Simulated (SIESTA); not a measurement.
Worked example: self-consistent single point of BaTiO₃ (Pm-3m, 5 atoms in the cell) in SIESTA.

Method: GGA PBE, numerical atomic orbitals DZP, PseudoDojo PBE standard norm-conserving potentials (rewritten from UPF to PSML) run with SIESTA.

The change in words: lattice scaled by 0.98. Reference geometry:
```
CELL_PARAMETERS angstrom
      4.06940     0.00000     0.00000
      0.00000     4.06940     0.00000
      0.00000     0.00000     4.06940
ATOMIC_POSITIONS crystal
  Ba 0.50000 0.50000 0.50000
  Ti 0.00000 0.00000 0.00000
  O  0.50000 0.00000 0.00000
  O  0.00000 0.50000 0.00000
  O  0.00000 0.00000 0.50000
```

Reference input (self-consistent single point, DFT, GGA PBE, numerical atomic orbitals DZP, PseudoDojo PBE standard norm-conserving potentials (rewritten from UPF to PSML)): XC.functional = GGA; XC.authors = PBE; potentials = PseudoDojo PBE standard; PAO.BasisSize = DZP; PAO.EnergyShift = 0.01 Ry; MeshCutoff = 300 Ry; kgrid.MonkhorstPack = 4 4 4; OccupationFunction = FD; ElectronicTemperature = 10 K; MaxSCFIterations = 150; SCF.Mixer.Method = Pulay; SCF.Mixer.Weight = 0.1. This run's input differs from it in these lines:

```diff
@@ -13,5 +13,5 @@
 %block LatticeVectors
-     4.069398000    0.000000000    0.000000000
-     0.000000000    4.069398000    0.000000000
-     0.000000000    0.000000000    4.069398000
+     3.988010000    0.000000000    0.000000000
+     0.000000000    3.988010000    0.000000000
+     0.000000000    0.000000000    3.988010000
 %endblock LatticeVectors
@@ -19,7 +19,7 @@
 %block AtomicCoordinatesAndAtomicSpecies
-     2.034699000    2.034699000    2.034699000  1
+     1.994005000    1.994005000    1.994005000  1
      0.000000000    0.000000000    0.000000000  2
-     2.034699000    0.000000000    0.000000000  3
-     0.000000000    2.034699000    0.000000000  3
-     0.000000000    0.000000000    2.034699000  3
+     1.994005000    0.000000000    0.000000000  3
+     0.000000000    1.994005000    0.000000000  3
+     0.000000000    0.000000000    1.994005000  3
 %endblock AtomicCoordinatesAndAtomicSpecies
```

Output (repeated stretches shortened):

```
        iscf     Eharris(eV)        E_KS(eV)     FreeEng(eV)     dDmax    Ef(eV) dHmax(eV)
   scf:    1    -3678.407643    -3718.821596    -3718.821596  1.060957 -5.491350 16.086105
   scf:    2    -3730.535581    -3725.040155    -3725.040155  0.216105 -7.059660 11.950971
   scf:    3    -3721.966838    -3729.946906    -3729.946906  0.569307 -7.152947  6.132215
   scf:    4    -3732.540392    -3731.974426    -3731.974426  0.112854 -6.757313  1.156235
   scf:    5    -3731.978986    -3732.009980    -3732.009980  0.079865 -6.872507  0.478570
   [... 4 lines left out ...]
   scf:   10    -3732.034152    -3732.034289    -3732.034289  0.000438 -6.847955  0.084799
   scf:   11    -3732.034565    -3732.034537    -3732.034537  0.001623 -6.869015  0.004690
   scf:   12    -3732.034538    -3732.034538    -3732.034538  0.000086 -6.867905  0.000038
   scf:   13    -3732.034538    -3732.034538    -3732.034538  0.000006 -6.867964  0.000190
SCF Convergence by DM+H criterion
max |DM_out - DM_in|         :     0.0000062302
max |H_out - H_in|      (eV) :     0.0001899226
SCF cycle converged after 13 iterations

Using DM_out to compute the final energy and forces

siesta: E_KS(eV) =            -3732.0345

siesta: E_KS - E_eggbox =     -3732.0345

siesta: Atomic forces (eV/Ang):
     1   -0.000000    0.000000   -0.000000
     2    0.000000    0.000000   -0.000000
     3   -0.000000    0.000000   -0.000000
     4    0.000000    0.000000   -0.000000
     5   -0.000000    0.000000    0.000000
   Tot    0.000000    0.000000    0.000000
   Max    0.000000
   Res    0.000000    sqrt( Sum f_i^2 / 3N )
   Max    0.000000    constrained

Stress tensor Voigt[x,y,z,yz,xz,xy] (kbar):      -65.50      -65.50      -65.50       -0.00        0.00        0.00
   [... lines left out ...]
siesta: FreeEng =     -3732.034538
   [... lines left out ...]
siesta:    -0.040885    0.000000    0.000000
siesta:     0.000000   -0.040885    0.000000
siesta:     0.000000   -0.000000   -0.040885

siesta: Cell volume =         63.426203 Ang**3

siesta: Pressure (static):
siesta:                Solid            Molecule  Units
siesta:           0.00044529          0.00044529  Ry/Bohr**3
siesta:           0.04088483          0.04088483  eV/Ang**3
siesta:          65.50472123         65.50472123  kBar
```

The run converged in 13 iterations. Against the reference run the free energy goes up by 5.8 meV/atom, the pressure goes from -3.69 to 6.55 GPa and the gap on the mesh goes from 1.616 to 1.753 eV.

The starting cell comes from a database of computed structures (which also holds hypothetical and non-ambient phases and stackings), without a prior relaxation at this level. Its lattice was rescaled by a random factor within 2.5 % of one. For this run, on top of that: lattice scaled by 0.98. Values carry the incompleteness of an atom-centred basis. The basis of the alkali or alkaline-earth atoms may lack their empty d shell, which can raise the gap. With a pressure of about 7 GPa the cell is away from its equilibrium volume at this level.
